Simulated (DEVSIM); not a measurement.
Device: Co/La2O3/SiO2/p-Si capacitor, at 300 K.

Layer 1 from the left is La2O3, thickness (nm) 21.0. Layer 2 from the left is SiO2, thickness (nm) 0.930. Layer 3 from the left is Si, thickness (nm) 8300, Na (cm⁻³) 4.8e15.

Metal gate on the left, work function 5 eV. Fixed charge at the semiconductor interface -9.1e11 cm⁻² (in units of +e); interface traps 2.3e12 cm⁻² eV⁻¹, uniform in energy, neutral level at 0.3 of the gap above the valence band.

The device is made up for the run: typed textbook-type constants, with dimensions and the other settings drawn at random. Values at 300 K.

La2O3: gap (eV) 5.8, affinity (eV) 1.8, permittivity 27. SiO2: gap (eV) 9, affinity (eV) 0.9, permittivity 3.9. Si: gap (eV) 1.124, affinity (eV) 4.05, permittivity 11.7, Nc (cm⁻³) 2.86e19, Nv (cm⁻³) 3.1e19.

Simulated with DEVSIM: 1D Poisson equation in equilibrium, Boltzmann statistics, complete ionisation; no quantum confinement or tunnelling. Metal contacts follow the ideal Schottky-Mott rule: no Fermi-level pinning, no interface dipoles.

Q: What does the simulation give for the threshold voltage (band bending 2φF), the minimum of the low-frequency capacitance, the flat-band voltage?

A: threshold voltage (band bending 2φF) 1.17 V; minimum of the low-frequency capacitance 0.273 μF/cm²; flat-band voltage 0.17 V.
